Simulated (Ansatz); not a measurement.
MoS2 (R3m, No. 160, 3 atoms in the cell; start mp-1434; a measured phase of this formula has another space group)

Computed with PBE-D3(BJ) (Ansatz, an electronic-structure program, plane waves, PAW).

Run with plane-wave cutoff 500 eV, 14×14×14 k mesh, Fermi–Dirac smearing 0.05 eV, no spin polarisation, scalar-relativistic PAW data made under PBE.

Cell (relaxed at this level):

Space group R3m, hexagonal axes (No. 160); a = b = 3.153 Å, c = 17.993 Å, α = β = 90.00°, γ = 120.00°

```csv
atom,site,symmetry,x,y,z
Mo,3a,3m,0.0000,0.0000,0.0002
S,3a,3m,0.0000,0.0000,0.5800
S,3a,3m,0.0000,0.0000,0.7538
```
(The calculation used a cell of 3 atoms; values per cell refer to that cell.)

For MoS2 (R3m, No. 160, 3 atoms in the cell; start mp-1434; a measured phase of this formula has another space group), the band gap is 0.80 eV (on the SCF k mesh).

Note: the relaxation could not lower the start's symmetry, so the cell can be a saddle point above a distorted one.

Spin–orbit coupling is not included.

Computed values are for the static lattice.

The result took about 4 core-minutes (a rough figure).

A start named mp-… is a Materials Project structure, which need not be a measured phase.
